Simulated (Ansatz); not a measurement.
Cells marked so need not be the phases stable at ambient conditions, and some may be hypothetical.

No gap correction and no spin-orbit coupling; mid-gap values are interpolated between computed energies.

A. CuBiSeO (P4/nmm, not sure to be the ambient phase, 8 atoms a cell, 17.0 Å³ an atom), along the normal of (110)
B. Tl₂SnCl₆ (Fm-3m, not sure to be the ambient phase, 9 atoms a cell, 28.9 Å³ an atom), along the normal of (110)
C. Ba(MgP)2 (P-3m1, not sure to be the ambient phase, 5 atoms a cell, 25.3 Å³ an atom), along the normal of (110)

Problem. Order them by mid-gap decay constant of the slowest evanescent state (lowest first) at the level r2SCAN (Ansatz, a quantum-chemistry and plane-wave program).

Solution. A (0.11 1/Å), C (0.16 1/Å), B (0.33 1/Å)
